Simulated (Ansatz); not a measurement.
Base system: K₂S in the anti-fluorite structure (space group Fm-3m, No. 225; a = 7.336 Å).

Method: PBEsol/PAW in Ansatz (a quantum-chemistry and plane-wave program), no spin-orbit coupling.

Base values:

| Property | Value |
|---|---|
| Gap character | indirect, X → Γ |
| Electron mass | 0.35 mₑ (at Γ) |
| Lattice parameter a | 7.336 Å |
| Band gap | 2.35 eV |
| Width of the top valence band | 0.23 eV |

Perturbation: every S is replaced by Pd; the structure is relaxed again.

Q: What happens to the gap character?

A: The gap character changes from indirect, X → Γ to indirect, W → L.

Q: Estimate the effect on the electron mass.

A: The electron mass goes from 0.35 mₑ (at Γ) to 0.19 mₑ along k, 0.66 mₑ across (at L).

Q: What does the calculation give for the lattice parameter a after the change?

A: The lattice parameter a goes up by 0.331 Å to 7.667 Å.

Q: Estimate the effect on the band gap.

A: The band gap decreases by 1.63 eV (2.35 eV → 0.72 eV).

Q: Estimate the effect on the width of the top valence band.

A: The width of the top valence band rises by 0.45 eV, from 0.23 eV to 0.68 eV.

Effective masses come from finite differences of ±0.01 Å⁻¹. Along k means along the line from Γ to the band edge. Stability against distortions was not tested. As relaxed here, K2Pd is a hypothetical phase, not in the database extracts checked.
